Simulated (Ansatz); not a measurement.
# GaN, alloy series

The reference is GaN in the zinc blende structure (space group F-43m, No. 216; a = 4.4981 Å).

The other end (x = 1) is AlN in the zinc blende structure (space group F-43m, No. 216): 10.49 Å³/atom, gap 3.19 eV; this end may not be an ambient phase.

Al replaces a fraction x of Ga; each row is one arrangement (x, atoms in the cell, starting space group or random), fully relaxed.

Level of theory: PBEsol in Ansatz (plane waves to 420 eV, PAW, no SOC).

```csv
Al fraction x,volume per atom (Å³/atom)
0,11.376
"0.25 (Cm, 8 atoms)",11.147
"0.25 (I-42m, 8 atoms)",11.145
"0.25 (R3m, 8 atoms)",11.152
"0.667 (P3m1, 6 atoms)",?
"0.75 (P-43m, 8 atoms)",10.700
1,10.487
```

Task: Fit V(x) = (1 − x) V(0) + x V(1) − b x(1 − x) with the ends held (b = 0 is Vegard's rule) to the rows shown and predict the withheld row.

Result: Least squares on the printed values gives b = 0.04 Å³/atom, against 10.783 Å³/atom from the straight line alone (largest residual 0.005 Å³/atom); this predicts 10.775 Å³/atom, and the run gives 10.781 Å³/atom, 0.006 higher.

Each cell is one ordered arrangement of few atoms, which overstates ordering effects compared with a random alloy. Stability against distortions was not tested. This is not the structure that GaN has at room temperature and ambient pressure. This is not the structure that AlN has at room temperature and ambient pressure.

Ansatz is an electronic-structure program.
